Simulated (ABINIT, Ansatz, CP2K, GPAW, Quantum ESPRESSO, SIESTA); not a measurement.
Code comparison for LiHfSe₂ (P-3m1, 4 atoms in the cell)

Self-consistent single point.

```
CELL_PARAMETERS angstrom
      3.70598     0.00000     0.00000
     -1.85299     3.20947     0.00000
      0.00000     0.00000     6.59956
ATOMIC_POSITIONS crystal
  Li 0.00000 0.00000 0.50000
  Hf 0.00000 0.00000 0.00000
  Se 0.33333 0.66667 0.24830
  Se 0.66667 0.33333 0.75170
```

All programs got the same cell, k-point mesh and kind of occupations (in Ansatz's words: kpoints.mp_grid.grid = 10 10 5; scf.occupations.method = gaussian; scf.occupations.width = 0.136 eV); potentials, basis and cutoffs are each program's usual ones.

| code | model | pressure (GPa) | largest force (eV/Å) | k-points | cutoff |
|---|---|---|---|---|---|
| Ansatz | PBEsol, PAW files made with PBE | -1.70 | 0.003 | 58 | default |
| ABINIT | PBEsol, norm-conserving pseudopotentials (PseudoDojo nc-sr-04 PBEsol standard) | -1.65 | 0.002 | 58 | 1170 eV |
| SIESTA | GGA PBEsol, numerical atomic orbitals DZP, PseudoDojo PBEsol standard norm-conserving potentials (rewritten from UPF to PSML) | -0.51 | 0.358 | 260 | grid 350 Ry |
| CP2K | PBEsol, GPW, TZVP-MOLOPT-SR-GTH basis, GTH-PBE potentials (GTH_POTENTIALS) | -0.92 | 0.050 | 252 | grid 500 Ry |
| Quantum ESPRESSO | PBEsol, GBRV 1.5 ultrasoft (PBESOL) pseudopotentials | -1.91 | 0.002 | 58 | 40 Ry |
| GPAW | PBEsol, GPAW PAW datasets PBEsol (made by gpaw-setup) | -1.55 | 0.014 | 58 | 550 eV |

The spread over the programs that give each value: pressure within 1.40 GPa; largest force within 0.356 eV/Å.

The starting cell comes from a database of computed structures (which also holds hypothetical and non-ambient phases and stackings), without a prior relaxation at this level. On Ansatz's run: Spin-orbit coupling is off.

Q: Why do the programs differ, and what cannot be compared?

A: Differences of this kind can come from the potentials, where these differ, and from what each basis and cutoff leave unconverged. The valence holds different numbers of electrons (Ansatz (a quantum-chemistry and plane-wave program) 61, ABINIT 47, SIESTA 47, CP2K 27, Quantum ESPRESSO 27, GPAW 25). The zero of total energies and Fermi levels follows the potentials and each program's conventions, so they are not compared here. SIESTA and CP2K use small atom-centred bases, whose incompleteness enters pressures, forces and empty levels differently from a plane-wave cutoff. Ansatz's pressure is given at a fixed set of plane waves, as the other plane-wave codes print theirs. The programs reduce the same mesh by symmetry to different extents, which changes the work and not the result. In the pressure, SIESTA (by 1.17) lies more than 1 GPa from the median of the plane-wave programs. In the force vectors, SIESTA (by 0.356) lies more than 0.08 eV/Å from the median of the plane-wave programs.

Left out of this page: Elk (not drawn, or without a comparable value); FLEUR (with a known weakness of the program).

Keys are those of Ansatz 0.2.
